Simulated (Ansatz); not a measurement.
The reference is Li in the bcc (W type) structure (space group Im-3m, No. 229; relaxed with 0.1 eV smearing).

```cif
data_Li
_chemical_formula_sum 'Li1'
_space_group_name_H-M_alt 'P 1'
_space_group_IT_number 1
_cell_length_a 2.97417
_cell_length_b 2.97417
_cell_length_c 2.97417
_cell_angle_alpha 109.471
_cell_angle_beta 109.471
_cell_angle_gamma 109.471
loop_
_space_group_symop_operation_xyz
  'x, y, z'
loop_
_atom_site_label
_atom_site_type_symbol
_atom_site_fract_x
_atom_site_fract_y
_atom_site_fract_z
_atom_site_occupancy
Li1 Li 0.00000 0.00000 0.00000 1
```

Method: plane-wave PAW DFT at the PBEsol level (Ansatz, a first-principles code, 420 eV), no SOC.

Strains are applied to the cell and any free atomic positions relax.

One change was made to it. Results:

| quantity | base | after |
|---|---|---|
| energy relative to the base (free energy F) | 0 meV/atom | +5.2 meV/atom |
| pressure | 0.0 GPa | 1.2 GPa |

### Question
Which of these changes matches the shifts?
A) isotropic strain +2.00 %
B) isotropic strain −2.50 %
C) isotropic strain +2.50 %
D) isotropic strain −1.00 %

### Answer
B, isotropic strain −2.50 %. For comparison, the pressure in the other runs: isotropic strain +2.00 % gives -0.7 GPa; isotropic strain +2.50 % gives -0.9 GPa; isotropic strain −1.00 % gives 0.4 GPa.

Stability against distortions was not tested.
